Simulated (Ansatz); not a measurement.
The reference is SiC in the zinc blende structure (space group F-43m, No. 216).

```
SiC
1.0
    0.00000     2.17843     2.17843
    2.17843     0.00000     2.17843
    2.17843     2.17843     0.00000
Si C
1 1
Direct
  0.00000   0.00000   0.00000
  0.25000   0.25000   0.25000
```

Cartesian axes are those of the cell as printed.

Method: PBEsol (Ansatz, an electronic-structure program; PAW; 420 eV plane waves; spin-orbit coupling left out).

For the base:

```
Item                                Result
---------------------  -------------------
Band gap                           1.24 eV
Valence-band top at Γ  0.00, 0.00, 0.00 eV
```

The change: uniaxial strain ε_zz = +3.00 %, all other strain components held at zero, atoms relaxed at fixed cell.

Question: What does the calculation give for the stress, band gap, energy relative to the base and valence-band top at Γ after the change?

Answer: The stress (xx, yy, zz, yz, xz, xy; compression positive) amounts to (-3.62, -3.62, -11.50, 0.00, 0.00, 0.00) GPa; the band gap shrinks by 0.13 eV to 1.11 eV; the energy rises by 11 meV/atom; the valence-band top at Γ (three highest levels, from the VBM) goes from 0.00, 0.00, 0.00 eV to 0.00, 0.00, -0.21 eV.

Whether these cells are dynamically stable was not tested.
